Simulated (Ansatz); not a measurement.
**Report: zincblende CdTe (F-43m), uniaxial stress along [110]**

Cell and atoms are relaxed with r2SCAN to each stress (compression positive); bands and masses by r2SCAN with spin-orbit coupling, rigid bands (plane waves, PAW; Ansatz, a first-principles code). Strains are changes of length against the unloaded cell.

```cif
data_Cd4Te4
_chemical_formula_sum 'Cd4 Te4'
_space_group_name_H-M_alt 'F-43m'
_space_group_IT_number 216
_space_group_name_Hall 'F -4 2 3'
_cell_length_a 6.55770
_cell_length_b 6.55770
_cell_length_c 6.55770
_cell_angle_alpha 90.000
_cell_angle_beta 90.000
_cell_angle_gamma 90.000
loop_
_atom_site_label
_atom_site_type_symbol
_atom_site_symmetry_multiplicity
_atom_site_Wyckoff_symbol
_atom_site_fract_x
_atom_site_fract_y
_atom_site_fract_z
_atom_site_occupancy
Cd1 Cd 4 a 0.00000 0.00000 0.00000 1
Te1 Te 4 d 0.75000 0.75000 0.75000 1
```
(The calculation used a cell of 2 atoms; values per cell refer to that cell.)

```tsv
stress (GPa)	strain [110] (%)	strain [1−10] (%)	strain [00−1] (%)	gap (eV)	mean mₑ*
-2.00	5.56	0.14	-4.01	0.753	0.094
-1.00	2.63	0.03	-1.83	0.828	0.093
0	0	0	0	0.906	0.094
1.00	-2.40	0.03	1.55	0.867	0.095
2.00	-4.69	0.07	2.99	0.797	0.096
```

[110] is the direction of the load. Masses are conductivity masses at 300 K in electron masses, harmonic means over x, y and z.

Problem. From the two loads next to zero, find the Young modulus and the ratio of transverse to axial strain, taking [1−10].

Solution. Between -1.00 and 1.00 GPa the strain along [110] changes by -5.03 % and that along [1−10] by 0.00 %. The modulus is 2.00/0.0503 = 40 GPa and the ratio of the strains 0.00 (r2SCAN, atoms relaxed).

Problem. Is the response still linear at the largest tension?

Solution. The modulus predicts 5.03 % at -2.00 GPa; the table has 5.56 %, so the crystal is softer there.

Problem. How fast does the gap move on either side of zero load?

Solution. Under tension, (0.828 − 0.906) eV over -1.00 GPa = 78 meV/GPa, or about -3.0 eV per unit strain; under compression, (0.797 − 0.906) eV over 2.00 GPa = -54 meV/GPa, or about 2.3 eV per unit strain. The two slopes part by 132 meV/GPa; gaps are resolved to about 0.01 eV, which allows 15 meV/GPa, so they differ, even in sign: the gap has a turning point near zero load.

Masses are those of dilute carriers in rigid bands with one relaxation time, without polarons. Third decimals of gaps are kept for the arithmetic. Every relaxation keeps the zincblende phase (space group Imm2 under this load), so a transition, a distortion that breaks the symmetry or fracture can't show.
